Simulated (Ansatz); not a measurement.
Base system: CdSe in the zinc blende structure (space group F-43m, No. 216; a = 6.0817 Å).

Method: PBEsol (Ansatz, an electronic-structure program, PAW, spin-orbit coupling left out).

One change was made to it. Results:

```tsv
quantity	base	after
density	5.65 g/cm³	5.58 g/cm³
band gap	0.48 eV	zero
shortest interatomic distance	263.3 pm	261.6 pm
```

Which of these changes matches the shifts?
A. Cd → Ge
B. Se → Ge
C. Cd → Bi

B, Se → Ge. For comparison, the density in the other runs: Cd → Bi gives 6.40 g/cm³; Cd → Ge gives 4.17 g/cm³.

Whether these cells are dynamically stable was not tested. As relaxed here, CdGe, BiSe and GeSe are hypothetical phases, not in the database extracts checked. All final runs are without spin polarisation. An odd electron count without spin: BiSe. The zero or small gap of GeSe can change with the level of theory.
